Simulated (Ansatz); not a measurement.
## Y: pressure 75 GPa

The reference is Y in the hcp (Mg type) structure (space group P6_3/mmc, No. 194; a = 3.656 Å, c = 5.679 Å).

Perturbation: a hydrostatic pressure of 75 GPa.

Level of theory: PBE (Ansatz, a first-principles code; PAW; 420 eV plane waves; no SOC), earlier PAW set. Γ-centred 15×15×8 mesh, Fermi–Dirac width 0.05 eV.

* **Volume per atom**: 16.43 Å³ (base 32.86 Å³)
* **Density**: 8.99 g/cm³ (base 4.49 g/cm³)
* **Lattice parameter a**: 5.332 bohr (base 6.908 bohr)
* **c/a ratio**: 1.688 (base 1.553)
* **Shortest interatomic distance**: 5.332 bohr (base 6.686 bohr)
* **Enthalpy H = E + PV relative to the base's energy**: +10.12 eV/atom
* **Band gap**: zero (base zero)

Final structure:

```
Y
1.0
    2.82182     0.00000     0.00000
   -1.41091     2.44377     0.00000
    0.00000     0.00000     4.76449
Y
2
Cartesian
  0.00000   1.62918   3.57337
  1.41091   0.81459   1.19112
```

Cost of the whole job for the changed cell (relaxation, final SCF and bands): very roughly 30 core-seconds.

Load acts through the strain it causes; cell and atoms are relaxed under it. No phonon test of stability was made. No other phases were tried under pressure. The final runs are not spin-polarised.
